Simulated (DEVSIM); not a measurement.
Structure: abrupt Si n-p junction, at 250 K.

Layer 1 from the left is Si, thickness (μm) 19.0, Nd (cm⁻³) 6.6e17, τn (s) 5.5e-7, τp (s) 5.5e-7. Layer 2 from the left is Si, thickness (μm) 87.0, Na (cm⁻³) 2.4e16, τn (s) 5.5e-7, τp (s) 5.5e-7.

Left contact: ohmic. Right contact: ohmic. Voltage is applied to the left contact. Recombination: SRH at mid-gap, radiative, Auger. Mobility is μmin + (μ − μmin)/(1 + (N/Nref)^α).

This is a model device: material constants are rounded textbook-type values typed into the input, and sizes, dopings and lifetimes were drawn at random. Values at 300 K; Nc and Nv go as T^1.5, mobilities as T to minus their exponent, the gap by Varshni's rule with the affinity fixed.

Si: gap (eV) 1.124, affinity (eV) 4.05, permittivity 11.7, Nc (cm⁻³) 2.86e19, Nv (cm⁻³) 3.1e19, μn (cm²/Vs) 1417, μp (cm²/Vs) 470, μn,min 52, μp,min 45, Nref,n 9.7e16, Nref,p 2.2e17, αn 0.68, αp 0.72, T exponent of μn 2.3, T exponent of μp 2.2, B (cm³/s) 4.7e-15, Cn (cm⁶/s) 2.8e-31, Cp (cm⁶/s) 9.9e-32, Varshni α (eV/K) 0.000473, Varshni β (K) 636.

Question: Estimate by hand the built-in potential, the peak field at zero bias, the capacitance at 1.5 V, and compare with a numerical solution.

Answer: 
- Built-in potential: ni = √(Nc Nv) exp(−Eg/2kT) = 8.01e7 cm⁻³ with Eg = 1.136 eV; Vbi = kT/q ln(Na Nd/ni²) = 0.912 V; numerical 0.912 V.
- Peak field at zero bias: depletion approximation: W = √(2εVbi/(qN)) = 0.226 μm with N = 2.32e16 cm⁻³; field = 2Vbi/W = 80800 V/cm; numerical 81400 V/cm (estimate below by 0.64 %).
- Capacitance at 1.5 V: C = √(qεN / 2(Vbi + |V|)) = 28.2 nF/cm²; numerical 28.5 nF/cm² (estimate below by 0.92 %).

Simulated with DEVSIM: 1D drift-diffusion, Boltzmann statistics, complete ionisation; no tunnelling, impact ionisation, image-force lowering or self-heating.
